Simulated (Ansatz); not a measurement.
Functionals compared on the (11-20) surface of hcp Lu in its 1x1 cell, outermost plane spacing 1.75 Å in the ideal cut, in Ansatz (plane waves, PAW). The structure was relaxed with PBE; the other rows are single points on it, each with its references at the same level. Cutoff 420 eV (500 eV for r2SCAN).

Slab: 14 atoms, 10.5 Å thick at the start; k 7x6x1, smearing 0.1 eV, dipole-corrected; all atoms relaxed; symmetry of the start imposed; no spin, no spin-orbit, no U. These notes are the PBE run's.

| functional | surface energy (J/m²) | work function of the top face (eV) | rough cost of the single point |
|---|---|---|---|
| PBE | 1.13 | 3.07 | – |
| LDA | 1.32 | 3.24 | roughly 4 core-minutes |
| PBEsol | 1.26 | 3.12 | around 4 core-minutes (rough) |
| RPBE | 1.03 | 2.97 | very roughly 5 core-minutes |
| r2SCAN | ? | ? | roughly 8 core-minutes |

Q: Fill in the missing entries.

A: 
- r2SCAN, surface energy (J/m²): 1.24
- r2SCAN, work function of the top face (eV): 3.14

Ansatz is an electronic-structure program.
